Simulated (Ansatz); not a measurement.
Take W in the bcc (W type) structure (space group Im-3m, No. 229; a = 3.184 Å) as the base.

Method: Ansatz (a first-principles code) PBE, no SOC, earlier PAW set.

One change was made to it. Results:

The volume per atom shrinks by 0.109 Å³ to 16.03 Å³; the band gap remains zero.

Question: Which change produced these results?
A) pressure 22.5 GPa
B) pressure 2.1 GPa
C) pressure 4.5 GPa

Answer: B, pressure 2.1 GPa. For comparison, the volume per atom in the other runs: pressure 22.5 GPa gives 15.13 Å³; pressure 4.5 GPa gives 15.91 Å³.

Load acts through the strain it causes; cell and atoms are relaxed under it. Whether these cells are dynamically stable was not tested. No other phases were tried under pressure. The final runs are not spin-polarised.
